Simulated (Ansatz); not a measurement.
## Fluorite CoSi2: polycrystal shear modulus by level of theory

No measured value is used here.

```csv
level (code),value (GPa),cell (Å³/atom)
LDA (Ansatz),[?],12.22
PBE (Ansatz),67.9,12.83
PBEsol (Ansatz),74.7,12.49
r²SCAN (Ansatz),79.6,12.51
```

Question: Complete the blanks.

Answer: 
- LDA (Ansatz, a first-principles code), value (GPa): 78.8

The crystal itself was run without spin with LDA, PBE, PBEsol, r²SCAN. Each level is taken at its own relaxed cell. Cutoffs differ between the levels. Ansatz's density-functional and Hartree–Fock values are scalar-relativistic unless marked +SOC, with PAW data made under PBE.
